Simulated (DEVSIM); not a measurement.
System: Schottky contact on n-type β-Ga2O3, at 300 K.

Layer 1 from the left is β-Ga2O3, thickness (μm) 11.0, Nd (cm⁻³) 6.2e15, τn (s) 7.4e-8, τp (s) 7.4e-8. Layer 2 from the left is β-Ga2O3, thickness (μm) 1.40, Nd (cm⁻³) 1.4e18, τn (s) 7.4e-8, τp (s) 7.4e-8.

Left contact: Schottky, work function 5.1 eV, emission velocity 8.2e6 cm/s. Right contact: ohmic. Voltage is applied to the left contact. Recombination: SRH at mid-gap. Mobility is μmin + (μ − μmin)/(1 + (N/Nref)^α).

Constants are typed, rounded textbook-type inputs, not results; the design itself was drawn at random and stands for no fabricated device. Values at 300 K.

β-Ga2O3: gap (eV) 4.8, affinity (eV) 4, permittivity 10, Nc (cm⁻³) 3.7e18, Nv (cm⁻³) 5e20, μn (cm²/Vs) 160, μp (cm²/Vs) 1, μn,min 20, μp,min 0.1, Nref,n 1e18, Nref,p 1e18, αn 0.8, αp 0.8.

Model (solved in DEVSIM): 1D drift-diffusion, Boltzmann statistics, complete ionisation; no tunnelling, impact ionisation, image-force lowering or self-heating. Metal contacts follow the ideal Schottky-Mott rule: no Fermi-level pinning, no interface dipoles.

Dark forward current:

```tsv
|V| (V)	|J| (A/cm²)
0.05	4.331e-12
0.10	3.371e-11
0.15	2.331e-10
0.20	1.585e-9
0.25	1.073e-8
0.30	7.245e-8
0.35	4.880e-7
0.40	3.276e-6
0.45	2.190e-5
0.50	0.0001457
0.55	0.0009626
0.60	0.006295
0.65	0.04032
0.70	0.2426
0.75	1.178
0.80	3.717
0.85	7.827
0.90	12.91
0.95	18.55
1.00	24.52
1.05	30.73
1.10	37.08
1.15	43.56
1.20	50.11
1.25	56.74
1.30	63.43
```

Task: Work out the local ideality factor n = ΔV / (kT/q · ln(J2/J1)) between the rows 0.15 and 0.20 V, 1.25 and 1.30 V.

Result: kT/q = 25.85 mV. From 0.15 to 0.20 V: ln(1.585e-9/2.331e-10) = 1.917, n = 1.01, near the 1 of diffusion or emission over a barrier. From 1.25 to 1.30 V: ln(63.43/56.74) = 0.111, n = 17.35; the layers' resistance at their doping, Σ W/(qμN) = 0.0070 Ω cm², would take 47 mV of this step of 50 mV.

Task: Estimate the current at 0.40 V for emission alone, J0 = q v N_band exp(−φB/kT), and read the barrier back from the simulated current.

Result: φB = 1.100 eV, N_band = 3.70e18 cm⁻³, J0 = 1.61e-12 A/cm²; J = J0 (exp(qV/kT) − 1) = 8.44e-6 A/cm². The simulation gives 3.28e-6 A/cm²; the estimate lies 160 % above. Read backwards, the simulated current gives an apparent barrier of 1.124 eV. The estimate leaves out transport through the depletion region and minority injection.
